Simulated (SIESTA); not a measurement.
SIESTA run on ZnFe3C (P1, 5 atoms in the cell): self-consistent single point.

Method: GGA PBEsol, numerical atomic orbitals DZP, PseudoDojo PBEsol standard norm-conserving potentials (rewritten from UPF to PSML) (SIESTA).

The change in words: atoms moved at random. Reference geometry:
```xyz
5
Lattice="3.7729 0.0000 0.0000 0.0000 3.7729 0.0000 0.0000 0.0000 3.7729" Properties=species:S:1:pos:R:3 pbc="T T T"
Zn     0.0000     0.0000     0.0000
Fe     1.8864     0.0000     1.8864
Fe     0.0000     1.8864     1.8864
Fe     1.8864     1.8864     0.0000
C      1.8864     1.8864     1.8864
```
Moments meant for the start (each program seeds them in its own way; μB, in the order of the atoms Zn Fe Fe Fe C): 0.0 4.0 4.0 4.0 0.0.

Reference input (self-consistent single point, DFT, GGA PBEsol, numerical atomic orbitals DZP, PseudoDojo PBEsol standard norm-conserving potentials (rewritten from UPF to PSML)): XC.functional = GGA; XC.authors = PBEsol; potentials = PseudoDojo PBEsol standard; PAO.BasisSize = DZP; PAO.EnergyShift = 0.005 Ry; MeshCutoff = 300 Ry; kgrid.MonkhorstPack = 7 7 7; OccupationFunction = FD; ElectronicTemperature = 136 meV; Spin = polarized; DM.InitSpin = [1 +0.00, 2 +4.00, 3 +4.00, 4 +4.00, 5 +0.00]; MaxSCFIterations = 150. This run's input differs from it in these lines:

```diff
@@ -19,7 +19,7 @@
 %block AtomicCoordinatesAndAtomicSpecies
-     0.000000000    0.000000000    0.000000000  1
-     0.500000000    0.000000000    0.500000000  2
-     0.000000000    0.500000000    0.500000000  2
-     0.500000000    0.500000000    0.000000000  2
-     0.500000000    0.500000000    0.500000000  3
+     0.012973000    0.017512000    0.009116000  1
+     0.489921000    0.000677000    0.497296000  2
+     0.003732000    0.486436000    0.477057000  2
+     0.506011000    0.492747000    0.013856000  2
+     0.487364000    0.502628000    0.502675000  3
 %endblock AtomicCoordinatesAndAtomicSpecies
```

Log, with long lists cut:

```
        iscf     Eharris(eV)        E_KS(eV)     FreeEng(eV)     dDmax    Ef(eV) dHmax(eV)
   scf:    1   -15790.751318   -15985.776003   -15986.091950  1.065921 -2.372423 63.386337
     spin moment: {S} , |S| = {        0.0        0.0    7.69387 }     7.69387
   scf:    2   -16084.136093   -16057.668134   -16057.892211  0.299761 -2.766533 12.729794
     spin moment: {S} , |S| = {        0.0        0.0    7.83449 }     7.83449
   scf:    3   -16068.173501   -16063.476653   -16063.711553  0.086954 -3.221391  8.895626
     spin moment: {S} , |S| = {        0.0        0.0    7.52033 }     7.52033
   [... lines left out ...]
     spin moment: {S} , |S| = {        0.0        0.0    4.26232 }     4.26232
   scf:   24   -16067.144510   -16067.144498   -16067.402448  0.000111 -4.343215  0.001026
     spin moment: {S} , |S| = {        0.0        0.0    4.26172 }     4.26172
   scf:   25   -16067.144527   -16067.144512   -16067.402448  0.000058 -4.343325  0.001035
     spin moment: {S} , |S| = {        0.0        0.0    4.26128 }     4.26128
   scf:   26   -16067.144534   -16067.144523   -16067.402448  0.000046 -4.343407  0.000922
     spin moment: {S} , |S| = {        0.0        0.0    4.26096 }     4.26096
SCF Convergence by DM+H criterion
max |DM_out - DM_in|         :     0.0000455264
max |H_out - H_in|      (eV) :     0.0009216365
SCF cycle converged after 26 iterations

Using DM_out to compute the final energy and forces

siesta: E_KS(eV) =           -16067.1445

siesta: E_KS - E_eggbox =    -16067.1445

siesta: Atomic forces (eV/Ang):
     1   -0.450987   -0.737409   -0.590584
     2    0.505082   -0.139976    0.205280
     3   -1.112866    0.540301    0.838562
     4    0.031999    0.315690   -1.233775
     5    1.024022    0.005891    0.760087
   Tot   -0.002751   -0.015504   -0.020429
   Max    1.233775
   Res    0.678019    sqrt( Sum f_i^2 / 3N )
   Max    1.233775    constrained

Stress tensor Voigt[x,y,z,yz,xz,xy] (kbar):       76.35       77.20       70.80       -7.70       -3.04       -1.10
   [... lines left out ...]
siesta: FreeEng =    -16067.402448
siesta: Cell volume =         53.705953 Ang**3
siesta:         -74.78429661       -151.10996361  kBar
   [... lines left out ...]
              0.035   0.035   0.022   0.035   0.022

mulliken: Qtot =       33.870

Mulliken Atomic Populations:
Atom #   charge [q] valence [e]      Sz [e]  Species
     1    -0.240370   20.240370   -0.291766  Zn
     2     0.325551   15.674449    1.603787  Fe
     3     0.316463   15.683537    1.592506  Fe
     4     0.316299   15.683701    1.583737  Fe
     5    -0.717944    4.717944   -0.227303  C
 Total     0.000000                4.260960
```

The run converged in 26 iterations. Against the reference run the free energy goes up by 33.6 meV/atom, the pressure goes from -9.13 to -7.48 GPa, the largest force goes from 0.000 to 1.495 eV/Å and the size of the net moment moves little (0.86 to 0.85 μB/atom).

The starting cell comes from a database of computed structures (which also holds hypothetical and non-ambient phases and stackings), without a prior relaxation at this level. For this run, on top of that: atoms moved at random. The magnetic order is the one reached from the typed start; others were not searched systematically. Values carry the incompleteness of an atom-centred basis. With a pressure of about -7 GPa the cell is away from its equilibrium volume at this level. Forces in this geometry exceed 1 eV/Å.

Cost on one core of a shared machine: roughly 2 min.
